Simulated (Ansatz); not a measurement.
## AlRh, response to strain

The reference is AlRh in the CsCl type structure (space group Pm-3m, No. 221; a = 2.972 Å; a cell from a computed database, its experimental status unchecked; relaxed with 0.1 eV smearing). Axes: x, y, z lie along the cube axes.

Strains are applied to the cell and any free atomic positions relax; under biaxial strain the out-of-plane vector relaxes too.

Method: PBEsol (Ansatz, a first-principles code), no spin-orbit coupling.

Candidates:
(a) uniaxial strain ε_zz = +1.31 %
(b) uniaxial strain ε_zz = −1.43 %
(c) biaxial strain +4.49 %, plane normal [110], relaxed out of plane

Notes on the quantities. energy relative to the base: free energy F.

Task: Order them by energy relative to the base, lowest first.

Result: (a) uniaxial strain ε_zz = +1.31 % (+2.1 meV/atom), (b) uniaxial strain ε_zz = −1.43 % (+2.9 meV/atom), (c) biaxial strain +4.49 %, plane normal [110], relaxed out of plane (+53 meV/atom)

Stability against distortions was not tested. All final runs are without spin polarisation.
